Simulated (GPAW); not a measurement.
# How a calculation on CuGePSe (R3m, 4 atoms in the cell) responds to its settings

```
CuGePSe
1.0
    1.95381     1.12803     6.36818
   -1.95381     1.12803     6.36818
    0.00000    -2.25606     6.36818
Cu Ge P Se
1 1 1 1
Direct
  0.99816   0.99816   0.99816
  0.49801   0.49801   0.49801
  0.88117   0.88117   0.88117
  0.37267   0.37267   0.37267
```

Base run A: GPAW with LDA (Perdew-Wang 92), GPAW PAW datasets LDA (gpaw-data 1.0.1), self-consistent single point.

Its settings: mode = pw; ecut = 850 eV; xc = LDA; kpts = 6 6 6; mesh shift (steps) = 0.5 0.5 0.5; occupations.name = fermi-dirac; occupations.width = 0.1 eV; nbands = -10; symmetry.symmorphic = false; symmetry.tolerance = 0.0005; maxiter = 100.

The starting cell comes from a database of computed structures (which also holds hypothetical and non-ambient phases and stackings), without a prior relaxation at this level. Spin polarisation is off. In the base run, with a pressure of about -5 GPa the cell is away from its equilibrium volume at this level. The run gives no clean gap (levels at the Fermi energy touch, overlap or are partly filled at this smearing), which alone does not show that the compound is a metal.

ΔF is the free energy per atom less that of run A. 

Run A gave: pressure (GPa) -4.92; largest force (eV/Å) 0.197; TS (meV/atom) 8.0.

Runs:
- B: occupations.width = 0.002 eV
- C: occupations.width = 0.01 eV
- D: occupations.width = 0.025 eV
- E: occupations.width = 0.05 eV
- F: occupations.width = 0.15 eV
- G: occupations.width = 0.2 eV
- H: occupations.width = 0.3 eV
- I: occupations.width = 0.5 eV
- J: occupations.width = 0.8 eV

Problem. What does run J change against A?

Solution. The free energy falls by 350 meV/atom, the pressure goes from -4.92 to -1.15 GPa and the largest force goes from 0.197 to 0.990 eV/Å.

Problem. What does run G change against A?

Solution. The free energy drops by 12.1 meV/atom, the pressure goes from -4.92 to -4.82 GPa and the largest force goes from 0.197 to 0.232 eV/Å.

Problem. What does run B change against A?

Solution. The free energy goes up by 4.0 meV/atom, the pressure moves little (-4.92 to -4.97 GPa) and the largest force goes from 0.197 to 0.174 eV/Å.

| run | ΔF (meV/atom) | pressure (GPa) | largest force (eV/Å) | TS (meV/atom) |
|---|---|---|---|---|
| A | 0.00 | -4.92 | 0.197 | 8.0 |
| B | 4.0 | -4.97 | 0.174 | 0.0 |
| C | 3.9 | -4.97 | 0.180 | 0.1 |
| D | 3.7 | -4.98 | 0.179 | 0.4 |
| E | 3.0 | -4.96 | 0.175 | 2.0 |
| F | -5.0 | -4.87 | 0.204 | 18.0 |
| G | -12.1 | -4.82 | 0.232 | 33.1 |
| H | -33.9 | -4.51 | 0.343 | 82.3 |
| I | -115.0 | -3.50 | 0.639 | 272.7 |
| J | -350.5 | -1.15 | 0.990 | 830.6 |
